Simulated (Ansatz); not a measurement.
## Migration barriers: Nb-vacancy pair in bcc W, neutral cell

Defect migration in bcc W: Nb-vacancy pair (Nb on one host W site, one W site vacant), neutral cell. Method: PBE, PAW (plane waves to 420 eV; Ansatz, a program for electronic structure).

Cell of 36 host sites held at the relaxed PBE lattice; a 2×2×3 k-point mesh shifted by half a step; Fermi-Dirac width 0.10 eV, spin-restricted; finite-size errors left in. No zero-point or tunnelling terms. Spin-orbit coupling is left out. Forms of the defect that were not tried may lie lower.

Barriers: single points on a 3×3×5 k-point mesh shifted by half a step at the bands' geometries.

```
Route                                                                                         Start site over the lowest site run (eV)  Hop (Å)  Forward barrier (eV)  Backward barrier (eV)                                                                           Neighbours at the start                                                  Neighbours at the saddle                        Saddle order  Forward, on the band's own sampling (eV)
--------------------------------------------------------------------------------------------  ----------------------------------------  -------  --------------------  ---------------------  ------------------------------------------------------------------------------------------------  ------------------------------------------------------------------------  ----------------------------------  ----------------------------------------
Nb and the vacancy change places (Nb-vacancy distance between ideal sites 2.76 Å throughout)                                      0.00     2.56                  1.15                   1.15  2 W at 2.74, W at 2.77, 3 W at 2.79, W at 2.85, W at 3.12, 2 W at 3.14, 2 W at 3.23, W at 3.25 Å  2 W at 2.70, W at 2.72, 2 W at 2.75, W at 2.78, W at 3.29, 2 W at 3.30 Å  not checked, on a symmetry element                                      1.11
```

Paths come from nudged elastic bands with a climbing image.  A band can be held on a symmetry element, so unchecked saddle points there may be too high.
